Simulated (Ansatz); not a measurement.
**NbRu (Cmmm, No. 65, 2 atoms in the cell; start mp-1220325)**

These are r²SCAN in Ansatz (PAW) values and carry that method's errors.

Settings: plane-wave cutoff 560 eV, 20×20×14 k mesh (along the axes of the cell as run), Fermi–Dirac smearing 0.05 eV, no spin polarisation, scalar-relativistic PAW data made under PBE.

Cell (relaxed at this level):

```
NbRu
1.0
    2.30545    -1.63385     0.00397
    2.30545     1.63385     0.00397
   -0.00712     0.00000     4.18038
Nb Ru
1 1
Direct
  0.00000   0.00000   0.00000
  0.50000   0.50000   0.50000
```

```
Property          Result
---------------  -------
bulk modulus B0  231 GPa
```

Note: the run has no spin polarisation, so it can have missed a magnetic state; the bulk modulus is −V dP/dV from two relaxed cells at ±2 % in volume; the relaxation could not lower the start's symmetry, so the cell can be a saddle point above a distorted one.

A start named mp-… is a Materials Project structure, which need not be a measured phase.

Ansatz is a program for electronic structure.
